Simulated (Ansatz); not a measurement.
Band structure of Sr (Fm-3m, 1 atom in the cell).

```xyz
1
Lattice="0.0000 2.9759 2.9759 2.9759 0.0000 2.9759 2.9759 2.9759 0.0000" Properties=species:S:1:pos:R:3 pbc="T T T"
Sr     0.0000     0.0000     0.0000
```

Computed with PBE (plane waves, PAW; Ansatz, an electronic-structure program).

Settings: kpoints.mp_grid.grid = 8 8 8; hamiltonian.xc = pbe; hamiltonian.pseudopotentials = {kind: paw} (the program's default PAW files); scf.occupations.method = fermi_dirac; scf.occupations.width = 0.0073 Ry; kpoints.band_path.npoints = 8.

The starting cell has typed, rounded lattice constants, without a prior relaxation at this level. Its lattice was rescaled by a random factor within 2.5 % of one.

Levels in eV from the Fermi level, bands 2 to 8:
| point | 2 | 3 | 4 | 5 | 6 | 7 | 8 |
|---|---|---|---|---|---|---|---|
| Γ | -18.36 | -18.36 | -18.36 | -3.68 | 2.43 | 2.43 | 2.43 |
| X | -18.57 | -18.44 | -18.44 | -0.66 | 0.35 | 1.17 | 5.07 |
| W | -18.51 | -18.51 | -18.44 | 0.07 | 0.69 | 0.69 | 2.38 |
| K | -18.53 | -18.49 | -18.42 | -0.09 | 0.26 | 0.92 | 3.55 |
| L | -18.59 | -18.39 | -18.39 | -1.11 | 0.14 | 2.26 | 2.26 |
| U | -18.53 | -18.49 | -18.42 | -0.09 | 0.26 | 0.92 | 3.55 |

Bands cross the Fermi level along this path, so the cell is metallic at this level.

Keys are those of Ansatz 0.2.
